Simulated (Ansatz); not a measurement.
**Point defect Pb on the Br site (Pb_Br) in orthorhombic CsPbBr3**

Computed with PBE, PAW (plane waves to 420 eV; Ansatz, a program for electronic structure). Cell: 80 sites, 2×1×2 repeats of a cell of 20 atoms; final energies on a 1×2×1 shifted mesh. Site at the start: the Br(2) site. Energies of charged states are corrected for periodic images (point charge plus alignment at distant sites). Dielectric constants: PBE linear response of the host. Host gap at this level: 2.13 eV. A cell of this size leaves errors of a few tenths of an eV.  Spin–orbit coupling is left out, which matters for these heavy elements. Each state is the lowest found from its start.

In at least one state atoms left their starting sites on relaxation (a large move, or an atom on the emptied site), so the name describes the start.

Charges with a result: +4, +3, +2, +1, 0. Others weren't obtained, and one of them could lie lower, also by skipping a charge.

```csv
charge,moment (μB),point group,largest move off a lattice site (Å),image correction with alignment (eV)
+4*,quenched,–,1.67,–
+3,not spin-polarised,C1,1.73,0.63
+2,1.0,C1,2.51,0.32
+1,not spin-polarised,C1,2.62,0.12
0,1.0,C1,2.23,0.00
```

* At this level the carrier isn't localised at the defect: at charge +4 holes occupy the valence band. Such a state is shallow or no state of the defect, and this cell gives it no level.

Point groups are those of the whole cell at tolerances of 0.03 and 0.1 Å ("near" where only the looser one holds); none is given for unsettled states.

Starting moments that weren't kept: charge +4 began with 1 μB and ended with 0.0.

Transition levels above the valence-band maximum: ε(+3/+2) = 0.84 eV; ε(+2/+1) = 1.20 eV; ε(+1/0) = 1.82 eV. On the lower envelope of the bound states, inside the gap: (+3/+2) at 0.84 eV; (+2/+1) at 1.20 eV; (+1/0) at 1.82 eV.

Flagged in the runs: a host whose relaxation on this sampling wasn't shown to rest, a strain field that reaches the edge of the cell.

All states together cost around 6 core-hours (rough).
